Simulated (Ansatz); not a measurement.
# KZnF3: pressure −1 GPa

Take KZnF$_{3}$ in the cubic perovskite structure (space group Pm-3m, No. 221; a = 4.1275 Å) as the base.

The change: hydrostatic tension (pressure −1 GPa).

Level of theory: PBE in Ansatz (plane waves to 420 eV, PAW, scalar-relativistic without spin-orbit coupling). Settings: 8×8×8 k-points, 0.05 eV Fermi–Dirac smearing.

```json
[
 {"quantity": "volume per atom", "base": "14.06 Å³", "changed": "14.27 Å³", "shift": "+0.21 Å³"},
 {"quantity": "density", "base": "3.81 g/cm³", "changed": "3.76 g/cm³", "shift": "-0.056 g/cm³"},
 {"quantity": "shortest interatomic distance", "base": "2.064 Å", "changed": "2.074 Å", "shift": "+0.010 Å"},
 {"quantity": "band gap", "base": "3.71 eV", "changed": "3.67 eV", "shift": "-0.04 eV"},
 {"quantity": "gap character", "base": "indirect, R → Γ", "changed": "indirect, R → Γ", "shift": "–"},
 {"quantity": "smallest direct gap", "base": "5.22 eV", "changed": "5.11 eV", "shift": "-0.116 eV"},
 {"quantity": "width of the top valence band", "base": "1.51 eV", "changed": "1.43 eV", "shift": "-0.08 eV"},
 {"quantity": "electron mass", "base": "0.44 mₑ (at Γ)", "changed": "0.44 mₑ (at Γ)", "shift": "–"}
]
```

Final structure:

```
CELL_PARAMETERS angstrom
      4.14778     0.00000     0.00000
      0.00000     4.14778     0.00000
      0.00000     0.00000     4.14778
ATOMIC_POSITIONS crystal
  K  0.00000 0.00000 0.00000
  Zn 0.50000 0.50000 0.50000
  F  0.50000 0.00000 0.50000
  F  0.00000 0.50000 0.50000
  F  0.50000 0.50000 0.00000
```

Cost of the whole job for the changed cell (relaxation, final SCF and bands): around 19 core-seconds (rough).

Load acts through the strain it causes; cell and atoms are relaxed under it. Masses are band curvatures over ±0.01 Å⁻¹ around the edge. No phonon test of stability was made. Many cubic perovskites are stable only at high temperature; tilts and polar distortions were not tested.

Ansatz is a quantum-chemistry and plane-wave program.
